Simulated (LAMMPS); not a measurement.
LAMMPS 22 Jul 2025, classical MD, EAM (Finnis-Sinclair form) (Fe_mm.eam.fs): Fe, 2000 atoms.

| Item | Value |
|---|---|
| task | MD, nve |
| potential | EAM (Finnis-Sinclair form), Fe_mm.eam.fs |
| copies of the repeat unit | 10×10×10 |
| shape (slab and sphere leave vacuum in the box) | bulk |
| temperature | 800 K |
| steps | 10000 |
| timestep | 2 fs |
| neighbor skin | 4 Å |
| neigh_modify | every 1 delay 0 check yes |
| thermo | 100 |
| newton | on (default) |
| atom_modify sort (bins of 2 Å where set) | 1000 (default) |
| comm_style | brick (default) |
| box | 28.7 × 28.7 × 28.7 Å |
| start | generated bcc lattice, warmed in an untimed run |
| compared values | energy and forces of the first step, drift over the run |

Hardware: Arm Neoverse V2, 96 cores on 1 socket, no SMT, 1 L3 cache group.

Run on 32 ranks, it takes 1.9 s from launch to exit:

```bash
# ahead of the timed run: OMP_NUM_THREADS=1 mpirun -np 48 lmp -in in.warm -log none -nocite
OMP_NUM_THREADS=1 mpirun -np 32 lmp -in in.lmp -log log.lammps -nocite
```

From its output:

```
  using 1 OpenMP thread(s) per MPI task
  2 by 4 by 4 MPI processor grid
  2000 atoms
  master list distance cutoff = 9.3
  ghost atom cutoff = 9.3
Per MPI rank memory allocation (min/avg/max) = 3.409 | 3.41 | 3.411 Mbytes
78.4% CPU use with 32 MPI tasks x 1 OpenMP threads
...
Loop time of 1.71009 on 32 procs for 10000 steps with 2000 atoms

Performance: 1010.474 ns/day, 0.024 hours/ns, 5847.651 timesteps/s, 11.695 Matom-step/s
78.4% CPU use with 32 MPI tasks x 1 OpenMP threads

MPI task timing breakdown:
Section |  min time  |  avg time  |  max time  |%varavg| %total
---------------------------------------------------------------
Pair    | 1.0194     | 1.0627     | 1.1521     |   3.4 | 62.14
Neigh   | 0          | 0          | 0          |   0.0 |  0.00
Comm    | 0.51563    | 0.59987    | 0.64851    |   4.7 | 35.08
Output  | 0.0017181  | 0.0018273  | 0.0033361  |   0.6 |  0.11
Modify  | 0.0053652  | 0.0057505  | 0.0061861  |   0.3 |  0.34
Other   |            | 0.03994    |            |       |  2.34

Nlocal:           62.5 ave          68 max          56 min
Histogram: 4 1 0 3 5 2 6 6 3 2
Nghost:         1800.5 ave        1807 max        1795 min
Histogram: 2 3 6 6 1 6 3 0 1 4
Neighs:        9036.75 ave       10509 max        8035 min
Histogram: 2 5 7 3 5 2 5 1 1 1

Total # of neighbors = 289176
Ave neighs/atom = 144.588
Neighbor list builds = 0
Dangerous builds = 0
```

Wall times, medians of two to five repeats, each run alone on the node (launch to exit). Unless noted, each process is bound to its own block of adjacent cores. The times hold for this build (PyPI wheel: MPICH, OPENMP and OPT packages). Scratch files lie in a memory file system. A preparatory run goes ahead and isn't timed.

Q: Read the timing block: which change would cut the largest part, on the same cores and with the result kept within 1.0 meV/atom in energy, 10 meV/Å in forces on 48 atoms, 0.20 meV an atom in drift of the total energy?

A: The largest part is pair forces (Pair), 57 % of the time from launch to exit. Over the ranks it runs from 1 to 1.2 s, at 62 atoms a rank on average. One change that relieves it (others may too): going from skin = 4 Å to skin = 0.5 Å, one of the fastest among the values tried that keep the result: 1.9 s to 1.3 s (1.5× as fast). List entries an atom go from 145 to 31, Neigh from 0 to 0.074 s and Pair from 1.1 to 0.67 s. Neighbour list builds go from 0 to 1120. These two results differ by: energy equal as printed, forces on 48 atoms equal as printed, drift of the total energy equal as printed. Others tried: skin = 1 Å (1.3 s); skin = 1.5 Å (1.4 s); skin = 0.2 Å (1.4 s); skin = 2 Å (1.6 s); skin = 3 Å (1.7 s).
